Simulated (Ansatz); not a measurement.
The reference is AgI in the rock salt structure (space group Fm-3m, No. 225; a = 5.985 Å; a cell from a computed database, its experimental status unchecked).

Levels (all Ansatz, a program for electronic structure, PAW): PBEsol (420 eV, no SOC); HSE06 (420 eV, no spin-orbit coupling).

Its gap is 0.38 eV with PBEsol and 1.60 eV with HSE06.

Now apply this change: a negative pressure, −1 GPa.

With PBEsol the gap becomes 0.45 eV.

Question: If the HSE06 correction stayed the same, what would the HSE06 gap be, and what does the HSE06 run give?

Answer: A rigid correction of +1.22 eV gives 1.67 eV. The HSE06 run gives 1.68 eV, so the two effects roughly add.

Single points use the geometry relaxed with PBEsol. HSE06 was sampled on its mesh, a few special points and the semilocal edge points, so its gap is an upper bound. With I present, leaving out spin-orbit coupling can change the band edges. Load acts through the strain it causes; cell and atoms are relaxed under it. Stability against distortions was not tested. This is not the structure that AgI has at room temperature and ambient pressure.
